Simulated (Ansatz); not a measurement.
**Effective masses and thermopower of GaAs under load (space group F-43m)**

Given:

```xyz
2
Lattice="0.0000 2.7502 2.7502 2.7502 0.0000 2.7502 2.7502 2.7502 0.0000" Properties=species:S:1:pos:R:3 pbc="T T T"
Ga     0.0000     0.0000     0.0000
As     1.3751     1.3751     1.3751
```

All values below come from PBE with spin-orbit coupling, rigid bands (plane waves, PAW; Ansatz, a first-principles code). Condition of this run: hydrostatic pressure of 7.2 GPa (compression positive) (the target of the relaxation). Cell: cell and atoms relaxed with PBEsol, then loaded as said.

- band gap = 1.04 eV
- electron conductivity mass (300 K, dilute) = 0.125 mₑ
- hole conductivity mass (300 K, dilute) = 0.37 mₑ
- effective density of states N_c (300 K) = 1.3e18 cm⁻³
- effective density of states N_v (300 K) = 1.1e19 cm⁻³
- density-of-states mass, electrons = 0.138 mₑ
- density-of-states mass, holes = 0.58 mₑ
- Seebeck coefficient, n-type 1e19 cm⁻³, 300 K = -269 μV/K
- best n-type power factor at 300 K for τ = 10 fs (best axis; densities from 1e16 to 1e21 cm⁻³ tried, whether or not they can be reached) = 29 μW/(cm·K²) at 1e20 cm⁻³
- Seebeck coefficient, p-type 1e19 cm⁻³, 300 K = 235 μV/K

Rigid bands; masses and Seebeck coefficients take one relaxation time τ for all states and one kind of carrier; polarons and phonon drag are left out. Geometry: cell and atoms relaxed with PBEsol.
